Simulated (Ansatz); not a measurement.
**MoRh (P-6m2, No. 187, 2 atoms in the cell; start mp-1221419): bulk modulus by level of theory**

No measured value is used here.

```csv
level (code),value (GPa),cell (Å³/atom)
LDA (Ansatz),306,14.03
PBEsol (Ansatz),290,14.30
r²SCAN (Ansatz),281,14.53
```

The crystal itself was run without spin with LDA, PBEsol, r²SCAN; a magnetic state was not tried in these runs. LDA, PBEsol, r²SCAN: the run has no spin polarisation, so it can have missed a magnetic state. LDA, PBEsol, r²SCAN: the bulk modulus is −V dP/dV from two relaxed cells at ±2 % in volume. LDA, PBEsol, r²SCAN: the relaxation could not lower the start's symmetry, so the cell can be a saddle point above a distorted one. Each level is taken at its own relaxed cell. Cutoffs differ between the levels. Ansatz's density-functional and Hartree–Fock values are scalar-relativistic unless marked +SOC, with PAW data made under PBE.

A start named mp-… is a Materials Project structure, which need not be a measured phase.

Ansatz is a program for electronic structure.
